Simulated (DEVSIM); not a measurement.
System: In0.52Al0.48As/In0.53Ga0.47As p-n heterojunction, at 300 K.

| layer (left to right) | material | thickness (μm) | Nd (cm⁻³) | Na (cm⁻³) | τn (s) | τp (s) |
|---|---|---|---|---|---|---|
| 1 | In0.52Al0.48As | 1.50 | - | 1e18 | 4.8e-9 | 4.8e-9 |
| 2 | In0.53Ga0.47As | 0.380 | 1e17 | - | 4.8e-9 | 4.8e-9 |

Left contact: ohmic. Right contact: ohmic. Voltage is applied to the left contact. Recombination: SRH at mid-gap, Auger. Mobility is μmin + (μ − μmin)/(1 + (N/Nref)^α).

Constants are typed, rounded textbook-type inputs, not results; the design itself was drawn at random and stands for no fabricated device. Values at 300 K; Nc and Nv go as T^1.5, mobilities as T to minus their exponent, the gap by Varshni's rule with the affinity fixed.

| parameter | In0.52Al0.48As | In0.53Ga0.47As |
|---|---|---|
| gap (eV) | 1.45 | 0.74 |
| affinity (eV) | 4 | 4.51 |
| permittivity | 12.5 | 13.9 |
| Nc (cm⁻³) | 5.1e17 | 2.1e17 |
| Nv (cm⁻³) | 1.1e19 | 7.7e18 |
| μn (cm²/Vs) | 4000 | 12000 |
| μp (cm²/Vs) | 75 | 300 |
| μn,min | 800 | 300 |
| μp,min | 10 | 10 |
| Nref,n | 3e16 | 1.3e17 |
| Nref,p | 1e17 | 4.9e17 |
| αn | 1.1 | 0.48 |
| αp | 0.6 | 0.4 |
| T exponent of μn | 1.5 | 1.6 |
| T exponent of μp | 1.5 | 1.6 |
| Cn (cm⁶/s) | 1e-30 | 5e-29 |
| Cp (cm⁶/s) | 1e-30 | 5e-29 |
| Varshni α (eV/K) | 0.00042 | 0.00035 |
| Varshni β (K) | 180 | 190 |

Model (solved in DEVSIM): 1D drift-diffusion, Boltzmann statistics, complete ionisation; no tunnelling, impact ionisation, image-force lowering or self-heating. Band offsets follow the typed affinities; no thermionic-emission limit at abrupt steps, no polarisation charge.

Base results: dark forward voltage at 1 A/cm² (V) 0.403; dark forward voltage at 100 A/cm² (V) 0.533; largest field in the device at zero bias (V/cm) 200000; potential step across the device at zero bias (V) 0.859.

What follows from this one change: thickness of layer 2 0.38 → 1.1 μm?

dark forward voltage at 1 A/cm² 0.403 → 0.429 V; dark forward voltage at 100 A/cm² 0.533 → 0.560 V; largest field in the device at zero bias little changed (200000 V/cm); potential step across the device at zero bias little changed (0.859 V).

What follows from this one change: temperature 300 → 500 K?

dark forward voltage at 1 A/cm² 0.403 → 0.072 V; dark forward voltage at 100 A/cm² 0.533 → 0.274 V; largest field in the device at zero bias 200000 → 180000 V/cm; potential step across the device at zero bias 0.859 → 0.663 V.

What follows from this one change: doping Nd of layer 2 1e+17 → 3e+15 cm^-3?

dark forward voltage at 1 A/cm² 0.403 → 0.276 V; dark forward voltage at 100 A/cm² 0.533 → 0.434 V; largest field in the device at zero bias little changed (190000 V/cm); potential step across the device at zero bias 0.859 → 0.768 V.

What follows from this one change: constant mobility in place of the doping-dependent one?

dark forward voltage at 1 A/cm² 0.403 → 0.393 V; dark forward voltage at 100 A/cm² 0.533 → 0.518 V; largest field in the device at zero bias little changed (200000 V/cm); potential step across the device at zero bias little changed (0.859 V).
